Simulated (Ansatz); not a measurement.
**Effect of uniaxial strain ε_zz = −3.00 % on Cu3N**

Base system: Cu3N (space group Pm-3m, No. 221; a = 3.721 Å). Axes: x, y, z lie along the cube axes.

One thing is altered: uniaxial strain ε_zz = −3.00 %, all other strain components held at zero, atoms relaxed at fixed cell.

Calculations: LDA (Ansatz, a program for electronic structure, PAW, without spin-orbit coupling). Settings: 13×13×13 k-points, 0.05 eV Fermi–Dirac smearing.

| quantity | base | changed | shift |
|---|---|---|---|
| volume per atom | 12.88 Å³ | 12.49 Å³ | -0.39 Å³ |
| space group | Pm-3m (No. 221) | P4/mmm (No. 123) | – |
| shortest interatomic distance | 186.0 pm | 180.5 pm | -5.58 pm |
| energy relative to the base (free energy F) | 0 meV/atom | +13 meV/atom | +13 meV/atom |
| pressure (mean of the normal stresses, compression positive) | 0.0 GPa | 5.2 GPa | +5.2 GPa |
| band gap | zero | zero | – |
| stress (xx, yy, zz, yz, xz, xy; compression positive) (rough) | – | (2.2, 2.2, 11.1, 0.0, 0.0, 0.0) GPa | – |

Final structure:

```yaml
crystal:
  lattice:
    - [3.72085, 0.00000, 0.00000]
    - [0.00000, 3.72085, 0.00000]
    - [0.00000, 0.00000, 3.60923]
  atoms:
    - { symbol: Cu, position: [0.50000, 0.00000, 0.00000] }
    - { symbol: Cu, position: [0.00000, 0.50000, 0.00000] }
    - { symbol: Cu, position: [0.00000, 0.00000, 0.50000] }
    - { symbol: N, position: [0.00000, 0.00000, 0.00000] }
```

Without a gap, meshes like the base's 13×13×13 leave anisotropic stresses uncertain by several tenths of a GPa, and small strain energies with them. No phonon test of stability was made. All final runs are without spin polarisation. The zero or small gap of Cu3N can change with the level of theory.
